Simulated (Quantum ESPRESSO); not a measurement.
## A short convergence ladder for Be4AlNi (F-43m, 6 atoms in the cell)

```
Be4AlNi
1.0
    0.00000     2.98435     2.98435
    2.98435     0.00000     2.98435
    2.98435     2.98435     0.00000
Be Al Ni
4 1 1
Direct
  0.37362   0.37362   0.37362
  0.87914   0.37362   0.37362
  0.37362   0.37362   0.87914
  0.37362   0.87914   0.37362
  0.75000   0.75000   0.75000
  0.00000   0.00000   0.00000
```

Base method: LDA (PZ), PSlibrary PAW (LDA) pseudopotentials (plane waves; Quantum ESPRESSO 7.5).

Base settings: ecutwfc = 50 Ry; ecutrho = 300 Ry; occupations = smearing; smearing = fermi-dirac; degauss = 0.0073499 Ry; K_POINTS = automatic 5 5 5 0 0 0; conv_thr = 1e-10 Ry; mixing_beta = 0.7.

**Zone-centre phonons against the cutoff**

In this ladder: ph.x.tr2_ph = 1e-14; ph.x.fildyn = dyn.G; dynmat.x.fildyn = dyn.G; dynmat.x.asr = crystal. Moved along: ecutrho.

The mesh stays at the base's, so the ladder's end is converged at best in this setting alone.

Frequencies are those of the unrelaxed cell, without the LO-TO term of polar crystals.

Only quantities that move along the ladder and can be compared are tabulated.

```csv
ecutwfc,lowest optical frequency (cm⁻¹)
25 Ry,203.4
35 Ry,219.2
50 Ry,219.7
60 Ry,219.6
```

Coarsest ecutwfc that holds the lowest optical frequency within 2 cm⁻¹ of the last step, with all finer ones: 35 Ry; the step before is off by 16 cm⁻¹.

On the base run: the starting cell comes from a database of computed structures (which also holds hypothetical and non-ambient phases and stackings), without a prior relaxation at this level. Its lattice was rescaled by up to half a per cent. Spin polarisation is off. In the base run, with a pressure of about -4 GPa the cell is away from its equilibrium volume at this level.
